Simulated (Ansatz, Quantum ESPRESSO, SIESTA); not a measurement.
One structure in several programs: Tc3N (P1, 4 atoms in the cell)

Self-consistent single point, at a second geometry (atoms moved at random). First geometry:

```
Tc3N
1.0
    2.79779     0.00000     0.00000
   -1.39889     2.42296     0.00000
    0.00000     0.00000     7.03934
Tc N
3 1
Direct
  0.00000   0.00000   0.50000
  0.66667   0.33333   0.80333
  0.66667   0.33333   0.19667
  0.00000   0.00000   0.00000
```

Second geometry:
```
CELL_PARAMETERS angstrom
      2.79779     0.00000     0.00000
     -1.39889     2.42296     0.00000
      0.00000     0.00000     7.03934
ATOMIC_POSITIONS crystal
  Tc 0.99540 0.00637 0.49190
  Tc 0.66589 0.32311 0.80556
  Tc 0.69034 0.34458 0.20089
  N  0.98170 0.99260 0.00165
```

Shared settings, as Ansatz (a first-principles code) writes them: kpoints.mp_grid.grid = 14 14 5; scf.occupations.method = gaussian; scf.occupations.width = 0.0037 Ry. Potentials and cutoffs stand in the table.

```tsv
code	model	ΔF from the first geometry (meV/atom)	pressure (GPa)	largest force (eV/Å)	cutoff
SIESTA	GGA PBEsol, numerical atomic orbitals DZP, PseudoDojo PBEsol standard norm-conserving potentials (rewritten from UPF to PSML)	27.8	-2.77	1.504	grid 300 Ry
Ansatz	PBEsol, default PAW files made with PBE	26.0	-4.91	1.339	default
Quantum ESPRESSO	PBEsol, GBRV 1.5 ultrasoft (PBESOL) pseudopotentials	26.0	-5.41	1.337	40 Ry
```

Size of the force on each atom (eV/Å): Sizes of forces hide their directions.

| code | Tc1 | Tc2 | Tc3 | N4 |
|---|---|---|---|---|
| SIESTA | 1.504 | 0.599 | 1.266 | 0.929 |
| Ansatz | 1.309 | 0.443 | 1.339 | 0.856 |
| Quantum ESPRESSO | 1.309 | 0.443 | 1.337 | 0.857 |

On Ansatz's run: spin polarisation is off.

The spread over the programs that give each value: ΔF from the first geometry within 1.8 meV/atom; pressure within 2.64 GPa; largest force within 0.167 eV/Å.

SIESTA uses small atom-centred bases, whose incompleteness enters pressures, forces and empty levels differently from a plane-wave cutoff. Ansatz's pressure is given at a fixed set of plane waves, as the other plane-wave codes print theirs. In the pressure, SIESTA (by 2.39) lies more than 1 GPa from the median of the plane-wave programs. In the force vectors, SIESTA (by 0.401) lies more than 0.08 eV/Å from the median of the plane-wave programs.

The starting cell comes from a database of computed structures (which also holds hypothetical and non-ambient phases and stackings), without a prior relaxation at this level. For this run, on top of that: atoms moved at random.

Keys are those of Ansatz 0.2.
